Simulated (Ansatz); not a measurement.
hcp Dy was calculated with LDA (Ansatz, a program for electronic structure, PAW).

Run with plane-wave cutoff 520 eV, 18×18×10 k mesh (along the axes of the cell as run), Fermi–Dirac smearing 0.05 eV, spin-polarised with parallel moments, scalar-relativistic PAW data made under PBE.

Results at a series of volumes:

```tsv
V (Å³/atom)	E − E_lowest (meV/atom)	P (GPa)
26.183	4.45	1.350
26.728	1.06	0.646
27.274	0.00	-0.014
27.819	1.11	-0.628
28.365	4.22	-1.195
```

Question: What bulk modulus B0 and pressure derivative B′ does a third-order Birch–Murnaghan fit give?

Answer: V0 = 27.261 Å³/atom, B0 = 31.8 GPa, B′ = 2.6 (fit to the energies at full precision).

Shape and atoms are relaxed at each volume.

Measured, for comparison: bulk modulus 40.5 GPa (room temperature, no zero-point or thermal correction; as tabulated in Wikipedia's data pages); equilibrium volume per atom 31.56 Å³/atom (room temperature, no zero-point or thermal correction; as tabulated in Söderlind et al. (2014), doi:10.1088/0953-8984/26/41/416001). Computed (rounded) less measured: bulk modulus -21 %, equilibrium volume per atom -13.6 %.

Note: the 4f shell is treated without U or exact exchange, so its levels and filling can be wrong; the collinear magnetic order is the start's and need not be the measured one; the bulk modulus comes from volumes at which shape and atoms were relaxed.

Spin–orbit coupling is not included.

Static lattice: no zero-point or thermal effects.
